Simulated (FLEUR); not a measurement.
FLEUR run on Y3Sn (Fm-3m, 4 atoms in the cell): self-consistent single point.

Method: PBEsol, all-electron FLAPW (FLEUR), scalar-relativistic valence in FLEUR.

```xyz
4
Lattice="0.0000 3.8461 3.8461 3.8461 0.0000 3.8461 3.8461 3.8461 0.0000" Properties=species:S:1:pos:R:3 pbc="T T T"
Y      0.0000     0.0000     0.0000
Y      1.9230     1.9230     1.9230
Y      5.7691     5.7691     5.7691
Sn     3.8461     3.8461     3.8461
```

Reference input (self-consistent single point, DFT, PBEsol, all-electron FLAPW (FLEUR), scalar-relativistic valence): Kmax = 3.8 1/bohr; GmaxXC = 11.4 1/bohr; xcFunctional = PBEs; jspins = 1; l_soc = F; mode = hist; fermiSmearingEnergy = 0.00367493 Htr; mesh (inpgen div1-3) = 4 4 4; inpgen gamma flag = false; Gmax = 11.4 1/bohr; numbands = 0; maxIterBroyd = 40. This run's input differs from it in these lines:

```diff
@@ -26,3 +26,3 @@
    <calculationSetup>
-      <cutoffs Kmax="3.8" Gmax="11.4" GmaxXC="11.4" numbands="0"/>
+      <cutoffs Kmax="3.4" Gmax="10.2" GmaxXC="10.2" numbands="0"/>
       <scfLoop itmax="100" minDistance="0.00001" maxIterBroyd="40" imix="Anderson" alpha="0.05" precondParam="0.0" spinf="2.0"/>
```

Log, with long lists cut:

```
 Iteration:     1   Distance:       2.78181419 me/bohr^3
 Iteration:     2   Distance:       2.58538705 me/bohr^3
 Iteration:     3   Distance:       1.15314460 me/bohr^3
 Iteration:     4   Distance:       0.68066211 me/bohr^3
 Iteration:     5   Distance:       0.72091174 me/bohr^3
   [... 6 lines left out ...]
 Iteration:    12   Distance:       0.00024826 me/bohr^3
 Iteration:    13   Distance:       0.00027087 me/bohr^3
 Iteration:    14   Distance:       0.00003097 me/bohr^3
 Iteration:    15   Distance:       0.00000793 me/bohr^3
 Run finished successfully
 Stop message:
   Structural relaxation: Done

[file out, last iteration]
             iter=     16
[...]
          total density-effective poten   -2.6696409294E+04
          total charge density-energy d   -4.8581417213E+02
 Updated energy parameters for spin:           1
[...]
 fermi energy and band-weighting factors:

[...]
FERMIE:
          first approx. to ef    (T=0)  :   0.289486 htr   (energy of the highest occ. eigenvalue)
          number of occ. states  (T=0)  :        236
          first approx. to seigv (T=0)  : -19.578126 htr
          sum of weights of occ. states :  23.593750
          sum of semicore charge        :   0.000000 e
FERHIS:  Fermi-Energy by histogram:
          bandgap                     :   0.000869 htr
   [... lines left out ...]
          charge neutrality (T=0)     :   0.187500    (zero if the highest occ. eigenvalue is "entirely" occupied)
     EF_NEWTON:  Adjust Fermi-Energy by Newton-Method.
 Direct bandgap for spin            1 :    5.9439012406684588E-003  Htr
 ---->    free energy=                    -16327.6823142337 htr
   [... lines left out ...]
 TOTAL FORCE FOR ATOM TYPE=  1  X=  0.000   Y=  0.000   Z=  0.000
                       FX_TOT= 0.000000 FY_TOT= 0.000000 FZ_TOT= 0.000000
 TOTAL FORCE FOR ATOM TYPE=  2  X=  3.634   Y=  3.634   Z=  3.634
                       FX_TOT= 0.000000 FY_TOT= 0.000000 FZ_TOT= 0.000000
 TOTAL FORCE FOR ATOM TYPE=  3  X=  7.268   Y=  7.268   Z=  7.268
                       FX_TOT= 0.000000 FY_TOT= 0.000000 FZ_TOT= 0.000000
 Structural relaxation: Done
```

The run converged in 15 iterations. FLEUR gives forces in its relaxation mode, with a further iteration, so its stop message speaks of a relaxation. Against the reference run the free energy rises by 8.1 meV/atom.

The starting cell comes from a database of computed structures (which also holds hypothetical and non-ambient phases and stackings), without a prior relaxation at this level. Values depend on the basis (sphere radii, cutoffs, local orbitals), which need not be converged. The log's line on a gap gives a spacing of levels on this mesh, which the program prints for metals too.

Cost on one core of a shared machine: roughly 60 s.
